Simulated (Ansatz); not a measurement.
The parent structure is YN in the rock salt structure (space group Fm-3m, No. 225; a = 4.9058 Å).

Computed with DFT with PBE, PAW potentials and a 420 eV plane-wave cutoff in Ansatz (a quantum-chemistry and plane-wave program), scalar-relativistic without spin-orbit coupling.

For the base:

```
Item                          Result
-------------------  ---------------
Gap character        indirect, Γ → X
Smallest direct gap          0.61 eV
Band gap                     0.21 eV
```

It is then changed as follows: every lattice vector is shortened by 2.00 %; the atoms relax in the strained cell.

**Question.** How does this affect the gap character, smallest direct gap, energy relative to the base and band gap?

**Answer.** The gap character stays indirect, Γ → X; the smallest direct gap shrinks by 0.16 eV, from 0.61 eV to 0.45 eV; the energy rises by 28 meV/atom; the band gap falls by 0.11 eV, from 0.21 eV to 0.10 eV.

Whether these cells are dynamically stable was not tested. A zero or small gap of YN can be the functional's error rather than a property of the material.
